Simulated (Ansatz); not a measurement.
## A computed series for hypothetical cubic perovskite BaSnSe3: pressure series

Consider BaSnSe$_{3}$ in the cubic perovskite structure (space group Pm-3m, No. 221; a hypothetical phase, not in the database extracts checked).

BaSnSe3 is modelled in the cubic space group Pm-3m (No. 221), the cubic perovskite structure, Pearson symbol cP5. Cell: a = 5.360 Å, b = 5.360 Å, c = 5.360 Å, α = 90.00°, β = 90.00°, γ = 90.00°. Ba on 1a is coordinated by 12 Se at 3.790 Å (cuboctahedral). Sn on 1b is coordinated by 6 Se at 2.680 Å (octahedral). Se on 3c is surrounded by 2 Sn at 2.680 Å and 4 Ba at 3.790 Å (octahedral). (Neighbours: up to the widest gap in distance over summed covalent radii, below 1.35, at either atom; cation-cation and far metal-metal contacts left out.)

Cell and atoms are relaxed at each pressure.

The values are results of PBE, PAW, 420 eV (Ansatz, a first-principles code; without spin-orbit coupling), not measurements.

Notes on the quantities. enthalpy: H = E + PV relative to the base's energy.

```json
[
 {"change": "base", "shortest interatomic distance": "268.0 pm", "enthalpy": "–"},
 {"change": "pressure −2 GPa", "shortest interatomic distance": "272.7 pm", "enthalpy": "-0.39 eV/atom"},
 {"change": "pressure −1 GPa", "shortest interatomic distance": "270.2 pm", "enthalpy": "-0.19 eV/atom"},
 {"change": "pressure 0.3 GPa", "shortest interatomic distance": "267.4 pm", "enthalpy": "+0.06 eV/atom"},
 {"change": "pressure 0.7 GPa", "shortest interatomic distance": "266.6 pm", "enthalpy": "+0.13 eV/atom"},
 {"change": "pressure 1.5 GPa", "shortest interatomic distance": "265.2 pm", "enthalpy": "+0.28 eV/atom"},
 {"change": "pressure 3 GPa", "shortest interatomic distance": "…", "enthalpy": "+0.56 eV/atom"},
 {"change": "pressure 5 GPa", "shortest interatomic distance": "259.9 pm", "enthalpy": "+0.91 eV/atom"},
 {"change": "pressure 7.5 GPa", "shortest interatomic distance": "256.8 pm", "enthalpy": "+1.34 eV/atom"},
 {"change": "pressure 10 GPa", "shortest interatomic distance": "254.2 pm", "enthalpy": "+1.76 eV/atom"}
]
```

### Question
Some entries are withheld; estimate them.

### Answer

- pressure 3 GPa, shortest interatomic distance: 262.7 pm

Load acts through the strain it causes; cell and atoms are relaxed under it. Whether these cells are dynamically stable was not tested. No other phases were tried under pressure. All final runs are without spin polarisation. Many cubic perovskites are stable only at high temperature; tilts and polar distortions were not tested.
